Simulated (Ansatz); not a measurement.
Consider Cu in the fcc (Cu type) structure (space group Fm-3m, No. 225; a = 3.518 Å; relaxed with 0.1 eV smearing). Axes: x, y, z lie along the cube axes.

Computed with Kohn–Sham DFT with the LDA functional, run in Ansatz (a first-principles code) with PAW and 420 eV plane waves, without spin-orbit coupling.

Modification: compressive biaxial strain of 3.00 % in the plane normal to [001], as in epitaxy on a mismatched substrate; the out-of-plane cell vector and the atoms relax.

Problem. What happens to the out-of-plane strain?

Solution. The out-of-plane strain comes out as +4.11 %.

Problem. How does this affect the in-plane stress?

Solution. The mean in-plane stress (compression positive) amounts to +6.6 GPa.

Whether these cells are dynamically stable was not tested. All final runs are without spin polarisation.
